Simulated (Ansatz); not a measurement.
## β-phase InSe (model structure)

The numbers are results of PBE-D3(BJ) (plane waves, PAW; Ansatz, a first-principles code), not measurements.

Numerical settings: plane-wave cutoff 500 eV, 12×12×2 k mesh (along the axes of the cell as run), gaussian smearing 0.02 eV, scalar-relativistic PAW data made under PBE.

Cell (relaxed at this level):

Space group P6₃/mmc (No. 194); a = 4.031 Å, b = 4.031 Å, c = 16.770 Å, α = 90.00°, β = 90.00°, γ = 120.00°

```csv
atom,site,symmetry,x,y,z
In,4f,3m.,0.3333,0.6667,0.3333
Se,4f,3m.,0.6667,0.3333,0.0899
```

```yaml
band_gap: 0.38 eV (on the SCF k mesh)
```

Note: the relaxation could raise the start's symmetry but not lower it, so the cell can be a saddle point.

Spin–orbit coupling is not included.

Static lattice: no zero-point or thermal effects.

The result took about 4 core-minutes (a rough figure).

A model structure was made by putting elements into a prototype or built by hand; it is no filed structure, need not be a known phase, and can be a saddle point held by its symmetry.
